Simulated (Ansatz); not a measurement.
Take Na in the bcc (W type) structure (space group Im-3m, No. 229; a = 4.1735 Å; relaxed with 0.1 eV smearing) as the base. Axes: x, y, z lie along the cube axes.

Method: PBEsol (Ansatz, a first-principles code; PAW; 420 eV plane waves; without spin-orbit coupling).

Base values:

| Item | Result |
|---|---|
| Shortest interatomic distance | 3.614 Å |

The change: tensile biaxial strain of 3.00 % in the plane normal to [001], as in epitaxy on a mismatched substrate; the out-of-plane cell vector and the atoms relax.

What happens to the out-of-plane strain, shortest interatomic distance and in-plane stress?

The out-of-plane strain comes out as -4.22 %; the shortest interatomic distance goes up by 0.024 Å (3.614 Å → 3.638 Å); the mean in-plane stress (compression positive) comes out as -0.2 GPa.

Whether these cells are dynamically stable was not tested.
